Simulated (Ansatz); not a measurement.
**Several settings converged on Ba4As2O (I4mm, 7 atoms in the cell)**

```
CELL_PARAMETERS angstrom
     -2.59327     2.59327     8.67609
      2.59327    -2.59327     8.67609
      2.59327     2.59327    -8.67609
ATOMIC_POSITIONS crystal
  Ba 0.67827 0.67827 0.00000
  Ba 0.32461 0.32461 0.00000
  Ba 0.50000 0.00000 0.50000
  Ba 0.00000 0.50000 0.50000
  As 0.86438 0.86438 0.00000
  As 0.13562 0.13562 0.00000
  O  0.50000 0.50000 0.00000
```

Base method: PBEsol, default PAW files made with PBE (plane waves; Ansatz, a quantum-chemistry and plane-wave program).

Base settings: basis.ecutwfc = 420 eV; kpoints.mp_grid.grid = 3 3 3; hamiltonian.xc = pbesol; hamiltonian.pseudopotentials = {kind: paw} (the program's default PAW files); scf.occupations.method = fixed.

The count of work is k-points × plane waves × bands × iterations; it is no time. Core times come from one kind of shared machine, to one figure; runs under 30 s give none.

**The cutoff for other potential files**

Level: DFT, PBEsol, plane waves, harder PAW files (source: ansatz) made with PBE.

In this ladder: hamiltonian.pseudopotentials = {kind: paw, source: ansatz}.

The second cell is the first with its lattice scaled by 0.98.

The mesh stays at the base's, so the ladder's end is converged at best in this setting alone.

Only quantities that move along the ladder and can be compared are tabulated.

| basis.ecutwfc | free energy less the last step's (meV/atom) | energy of the compressed cell less the first (meV/atom) | pressure without the Pulay estimate (GPa) | largest difference of a force vector from the last step's (eV/Å) | count of work / last | core time / last (rough) |
|---|---|---|---|---|---|---|
| 420 eV | 288.01 | -9.87 | -7.47 | 0.009 | 0.12 | – |
| 510 eV | 78.42 | -8.54 | -3.77 | 0.002 | 0.16 | – |
| 650 eV | 8.29 | -8.96 | -2.20 | 0.000 | 0.21 | – |
| 790 eV | 0.56 | -9.06 | -1.92 | 0.000 | 0.28 | – |
| 930 eV | 0.12 | -9.06 | -1.89 | 0.000 | 0.35 | – |
| 1115 eV | 0.08 | -9.06 | -1.89 | 0.000 | 0.46 | 0.4 |
| 1395 eV | 0.04 | -9.06 | -1.89 | 0.000 | 0.65 | 0.5 |
| 1860 eV | 0.00 | -9.06 | -1.89 | 0.000 | 1.0 | 1 |

Coarsest basis.ecutwfc that holds the energy of the compressed cell less the first within 0.2 meV/atom of the last step, with all finer ones: 650 eV, at 0.21 of the last step's count of work; the step before is off by 0.52 meV/atom.

Coarsest basis.ecutwfc that holds the forces within 0.005 eV/Å of the last step, with all finer ones: 510 eV, at 0.16 of the last step's count of work; the step before is off by 0.009 eV/Å.

Coarsest basis.ecutwfc that holds the pressure without the Pulay estimate within 0.5 GPa of the last step, with all finer ones: 650 eV, at 0.21 of the last step's count of work; the step before is off by 1.9 GPa.

The energy difference between the two cells stays within 1 meV/atom of the last step's from 420 eV on, the total only from 790 eV on: much of the error is common to both cells and cancels.

At the lowest cutoff the pressure without the Pulay estimate lies 5.6 GPa under the last step's, the usual sign of Pulay stress in an incomplete plane-wave basis.

**The relaxed cell against the cutoff**

On Ba4As2O (I4/mmm, 7 atoms in the cell): atoms on their sites.

In this ladder: relax = cell and atoms.

The mesh stays at the base's, so the ladder's end is converged at best in this setting alone.

Only quantities that move along the ladder and can be compared are tabulated.

| basis.ecutwfc | relaxed volume (Å³/atom) | relaxation steps |
|---|---|---|
| 210 eV | 32.265 | 31 |
| 250 eV | 31.828 | 17 |
| 295 eV | 31.824 | 10 |
| 355 eV | 31.764 | 7 |
| 420 eV | 31.764 | 8 |
| 505 eV | 31.775 | 5 |
| 630 eV | 31.774 | 5 |
| 840 eV | 31.774 | 5 |

Coarsest basis.ecutwfc that holds the relaxed volume within 0.159 Å³/atom of the last step, with all finer ones: 250 eV; the step before is off by 0.49 Å³/atom.

At the lowest cutoff the cell relaxes to a volume 1.5 % larger than at the highest. Ansatz relaxes on a stress corrected for the finite basis.

On the base run: the starting cell comes from a database of computed structures (which also holds hypothetical and non-ambient phases and stackings), without a prior relaxation at this level. Its lattice was rescaled by up to half a per cent. One atom was moved a little off its site on purpose.

Keys are those of Ansatz 0.2.
